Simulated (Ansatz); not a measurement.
## Ge, response to strain

The parent structure is Ge (space group Im-3m, No. 229; a = 7.0054 Å; a model cell, its experimental status unchecked). Axes: x, y, z lie along the cube axes.

Strains are applied to the cell and any free atomic positions relax; under biaxial strain the out-of-plane vector relaxes too; under stress the whole cell relaxes.

The values are results of Kohn–Sham DFT with the PBEsol functional, run in Ansatz (a first-principles code) with PAW and 420 eV plane waves, spin-orbit coupling left out, not measurements.

Notes on the quantities. pressure: mean of the normal stresses, compression positive; energy relative to the base: free energy F.

```json
[
 {"variant": "base", "shortest interatomic distance": "2.477 Å", "pressure": "0.0 GPa", "energy relative to the base": "0 meV/atom", "space group": "Im-3m (No. 229)"},
 {"variant": "biaxial strain −3.43 %, plane normal [001], relaxed out of plane", "shortest interatomic distance": "?", "pressure": "2.7 GPa", "energy relative to the base": "?", "space group": "I4/mmm (No. 139)"},
 {"variant": "biaxial strain +0.99 %, plane normal [001], relaxed out of plane", "shortest interatomic distance": "2.487 Å", "pressure": "-0.6 GPa", "energy relative to the base": "+1.7 meV/atom", "space group": "I4/mmm (No. 139)"},
 {"variant": "isotropic strain −1.79 %", "shortest interatomic distance": "2.432 Å", "pressure": "3.1 GPa", "energy relative to the base": "+14 meV/atom", "space group": "Im-3m (No. 229)"},
 {"variant": "isotropic strain −0.41 %", "shortest interatomic distance": "2.467 Å", "pressure": "0.6 GPa", "energy relative to the base": "+0.7 meV/atom", "space group": "Im-3m (No. 229)"},
 {"variant": "isotropic strain +1.45 %", "shortest interatomic distance": "2.513 Å", "pressure": "-2.0 GPa", "energy relative to the base": "+8.1 meV/atom", "space group": "Im-3m (No. 229)"},
 {"variant": "uniaxial strain ε_xx = +1.30 %", "shortest interatomic distance": "2.485 Å", "pressure": "-0.6 GPa", "energy relative to the base": "+1.4 meV/atom", "space group": "I4/mmm (No. 139)"},
 {"variant": "uniaxial strain ε_yy = +0.63 %", "shortest interatomic distance": "2.481 Å", "pressure": "-0.3 GPa", "energy relative to the base": "+0.3 meV/atom", "space group": "I4/mmm (No. 139)"},
 {"variant": "uniaxial strain ε_zz = +0.50 %", "shortest interatomic distance": "2.480 Å", "pressure": "-0.2 GPa", "energy relative to the base": "+0.2 meV/atom", "space group": "I4/mmm (No. 139)"},
 {"variant": "uniaxial stress, 3 GPa compression along x", "shortest interatomic distance": "2.461 Å", "pressure": "–", "energy relative to the base": "+13 meV/atom", "space group": "I4/mmm (No. 139)"}
]
```

Some entries are withheld; estimate them.


- biaxial strain −3.43 %, plane normal [001], relaxed out of plane, shortest interatomic distance: 2.429 Å
- biaxial strain −3.43 %, plane normal [001], relaxed out of plane, energy relative to the base: +24 meV/atom

Stability under load was not tested beyond the relaxation. This is not the structure that Ge has at room temperature and ambient pressure.
